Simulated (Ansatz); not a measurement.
**A computed series for WC: response to strain**

Consider WC (space group P-6m2, No. 187; relaxed with 0.1 eV smearing).

```
CELL_PARAMETERS angstrom
      2.89911     0.00000     0.00000
     -1.44955     2.51070     0.00000
      0.00000     0.00000     2.82680
ATOMIC_POSITIONS crystal
  W  0.00000 0.00000 0.00000
  C  0.33333 0.66667 0.50000
```

Cartesian axes are those of the cell as printed.

Strains are applied to the cell and any free atomic positions relax.

Level of theory: Ansatz (a program for electronic structure) PBEsol, no spin-orbit coupling.

Notes on the quantities. energy relative to the base: free energy F.

| case | volume per atom | energy relative to the base |
|---|---|---|
| base | 10.29 Å³ | 0 meV/atom |
| uniaxial strain ε_xx = −3.00 % | 9.98 Å³ | … |
| uniaxial strain ε_xx = −2.50 % | 10.03 Å³ | +16 meV/atom |
| uniaxial strain ε_xx = −2.00 % | 10.08 Å³ | … |
| uniaxial strain ε_xx = −1.50 % | 10.13 Å³ | +5.5 meV/atom |
| uniaxial strain ε_xx = −0.50 % | 10.24 Å³ | +0.6 meV/atom |
| uniaxial strain ε_xx = +0.50 % | 10.34 Å³ | +0.6 meV/atom |
| uniaxial strain ε_xx = +1.00 % | 10.39 Å³ | +2.3 meV/atom |
| uniaxial strain ε_xx = +2.00 % | 10.49 Å³ | +9.0 meV/atom |
| uniaxial strain ε_xx = +3.00 % | 10.60 Å³ | +20 meV/atom |

Task: Complete the table.

Result: 
- uniaxial strain ε_xx = −3.00 %, energy relative to the base: +23 meV/atom
- uniaxial strain ε_xx = −2.00 %, energy relative to the base: +9.9 meV/atom

Whether these cells are dynamically stable was not tested. All final runs are without spin polarisation.
